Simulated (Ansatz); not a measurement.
The reference is SiO$_{2}$ in the CdI2 type structure (space group P-3m1, No. 164; a hypothetical phase, not in the database extracts checked; layered, stacked along the Cartesian z axis).

```xyz
3
Lattice="2.6700 0.0000 0.0000 -1.3350 2.3123 0.0000 0.0000 0.0000 4.5413" Properties=species:S:1:pos:R:3 pbc="T T T"
Si     0.0000     0.0000     0.0000
O      1.3350     0.7708     0.9027
O      0.0000     1.5415     3.6386
```

Levels (all Ansatz, a quantum-chemistry and plane-wave program, PAW, earlier PAW set): r2SCAN+rVV10 (500 eV, no SOC); HSE06 (420 eV, scalar-relativistic without spin-orbit coupling); HSE06+SOC (420 eV, noncollinear with spin-orbit coupling).

One geometry, relaxed with r2SCAN+rVV10, under each level:

| level | band gap | lowest conduction level above the VBM at special points |
|---|---|---|
| r2SCAN+rVV10 | 7.22 eV | Γ 7.22 eV; A 8.35 eV; M 8.87 eV |
| HSE06 | ___ | ___ |
| HSE06+SOC | ___ | ___ |

Task: Give the withheld HSE06 and HSE06+SOC results.

Result: 
- HSE06, band gap: 8.41 eV
- HSE06, lowest conduction level above the VBM at special points: Γ 8.41 eV; A 9.53 eV; M 9.93 eV
- HSE06+SOC, band gap: 8.41 eV
- HSE06+SOC, lowest conduction level above the VBM at special points: Γ 8.41 eV; A 9.53 eV; M 9.93 eV

Single points use the geometry relaxed with r2SCAN+rVV10. HSE06 was sampled on its mesh, a few special points and the semilocal edge points, so its gap is an upper bound. The spin-orbit shifts are approximate. Stability against distortions was not tested.
